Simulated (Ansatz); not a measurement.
## Point defects in MoS2

Consider a 12-atom supercell of MoS$_{2}$ in the 2H-MoS2 type structure (space group P6_3/mmc, No. 194; layered, stacked along the Cartesian z axis) at its relaxed geometry.

```xyz
12
Lattice="4.7242 -2.7275 0.0000 1.5747 2.7275 0.0000 0.0000 0.0000 12.0915" Properties=species:S:1:pos:R:3 pbc="T T T"
Mo     4.7242    -0.9092     3.0229
Mo     1.5747    -0.9092     3.0229
Mo     1.5747     0.9092     9.0686
Mo     3.1494    -1.8183     9.0686
S      4.7242    -0.9092     7.5028
S      1.5747    -0.9092     7.5028
S      1.5747     0.9092     1.4571
S      3.1494    -1.8183     1.4571
S      1.5747     0.9092     4.5887
S      3.1494    -1.8183     4.5887
S      4.7242    -0.9092    10.6344
S      1.5747    -0.9092    10.6344
```

One neutral defect a cell, atoms relaxed at fixed cell.

Method: PBE-D3(BJ), PAW, 420 eV (Ansatz, a first-principles code; spin-orbit coupling left out), earlier PAW set.

```csv
change,pressure,largest displacement of a host atom from its site in the perfect cell
perfect supercell,0.0 GPa,–
"Te on a S site, symmetric start",3.3 GPa,0.22 Å
H interstitial (started 2.33 Å from the nearest host atom),(withheld),(withheld)
Se on a S site,1.2 GPa,0.07 Å
S interstitial (started 2.16 Å from the nearest host atom),8.7 GPa,1.04 Å
"Mo on a S site (antisite), symmetric start",-1.9 GPa,0.63 Å
```

Q: Some entries are withheld; estimate them.

A: 
- H interstitial (started 2.33 Å from the nearest host atom), pressure: 0.4 GPa
- H interstitial (started 2.33 Å from the nearest host atom), largest displacement of a host atom from its site in the perfect cell: 0.09 Å

The magnetic state is the one reached from the starting moments; the real material's order can differ, and small cells can't hold many antiferromagnetic ones. The cell is small, so the values are those of an ordered compound at a high defect concentration; dilute-limit values will differ. A case with no gap was solved on a k-mesh chosen for an insulator, which is coarse for it. Defects with a symmetric start kept the site's symmetry and may sit on a saddle; the others started slightly shaken. Seeded moments were not kept for Te on a S site, H interstitial (started 2.33 Å from the nearest host atom), Se on a S site and S interstitial (started 2.16 Å from the nearest host atom) and more. The program warned that a D3 coordination switch lies within reach, so dispersion energies are less smooth here.
